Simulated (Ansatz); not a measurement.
GaIr: thickness series

Start from GaIr in the CsCl type structure (space group Pm-3m, No. 221; a = 3.020 Å). Axes: x, y, z lie along the cube axes.

Free-standing slabs (2 atom(s) a layer) normal to [110] with 15 Å of vacuum; in-plane cell held at bulk.

The values are results of PBEsol (Ansatz, a first-principles code; PAW; 420 eV plane waves; no SOC), not measurements.

Notes on the quantities. excess energy per area of both faces: slab less bulk energy over the cell's area: twice a surface energy; uncertain by up to 0.2 J/m²; layer's space group: with vacuum.

```json
[
 {"variant": "base", "excess energy per area of both faces": "–", "layer's space group": "–", "shortest interatomic distance": "2.615 Å"},
 {"variant": "1 layer", "excess energy per area of both faces": "–", "layer's space group": "Pmmm (No. 47)", "shortest interatomic distance": "2.615 Å"},
 {"variant": "2 layers", "excess energy per area of both faces": "___", "layer's space group": "Pmma (No. 51)", "shortest interatomic distance": "2.624 Å"},
 {"variant": "3 layers", "excess energy per area of both faces": "___", "layer's space group": "Pmmm (No. 47)", "shortest interatomic distance": "2.510 Å"},
 {"variant": "4 layers", "excess energy per area of both faces": "2.9 J/m²", "layer's space group": "Pmma (No. 51)", "shortest interatomic distance": "2.507 Å"},
 {"variant": "5 layers", "excess energy per area of both faces": "2.7 J/m²", "layer's space group": "Pmmm (No. 47)", "shortest interatomic distance": "2.498 Å"},
 {"variant": "6 layers", "excess energy per area of both faces": "2.7 J/m²", "layer's space group": "Pmma (No. 51)", "shortest interatomic distance": "2.495 Å"},
 {"variant": "7 layers", "excess energy per area of both faces": "2.6 J/m²", "layer's space group": "Pmmm (No. 47)", "shortest interatomic distance": "2.495 Å"}
]
```

What belongs in the blanks?


- 2 layers, excess energy per area of both faces: 3.63 J/m²
- 3 layers, excess energy per area of both faces: 3.1 J/m²

The excess energy carries the mismatch between the slab's and the bulk's meshes. No phonon test of stability was made. All final runs are without spin polarisation.
